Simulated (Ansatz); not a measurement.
GeSi₃ (model structure, P-4m2, No. 115, 4 atoms in the cell) was calculated with LDA (Ansatz, a quantum-chemistry and plane-wave program, PAW).

Run with plane-wave cutoff 520 eV, 10×10×6 k mesh (along the axes of the cell as run), Fermi–Dirac smearing 0.01 eV, scalar-relativistic PAW data made under PBE.

Cell (relaxed with PBEsol):

```cif
data_GeSi3
_chemical_formula_sum 'Si3 Ge1'
_space_group_name_H-M_alt 'P 1'
_space_group_IT_number 1
_cell_length_a 3.87951
_cell_length_b 3.87951
_cell_length_c 5.48388
_cell_angle_alpha 90.000
_cell_angle_beta 90.000
_cell_angle_gamma 90.000
loop_
_space_group_symop_operation_xyz
  'x, y, z'
loop_
_atom_site_label
_atom_site_type_symbol
_atom_site_fract_x
_atom_site_fract_y
_atom_site_fract_z
_atom_site_occupancy
Si1 Si 0.50000 0.00000 0.75516 1
Si2 Si 0.00000 0.00000 0.00000 1
Si3 Si 0.00000 0.50000 0.24484 1
Ge1 Ge 0.50000 0.50000 0.50000 1
```

Problem. Give the computed band gap and smallest direct gap on the k points sampled.

Solution. 
- band gap: 0.25 eV (indirect)
- smallest direct gap on the k points sampled: 0.53 eV

Note: the relaxation could raise the start's symmetry but not lower it, so the cell can be a saddle point; cell and atoms aren't relaxed at this level (largest force component 0.03 eV/Å, pressure -1.8 GPa).

Spin–orbit coupling is not included.

Static lattice: no zero-point or thermal effects.

It cost around 9 core-seconds (rough) of CPU time.

A model structure was made by putting elements into a prototype or built by hand; it is no filed structure, need not be a known phase, and can be a saddle point held by its symmetry.
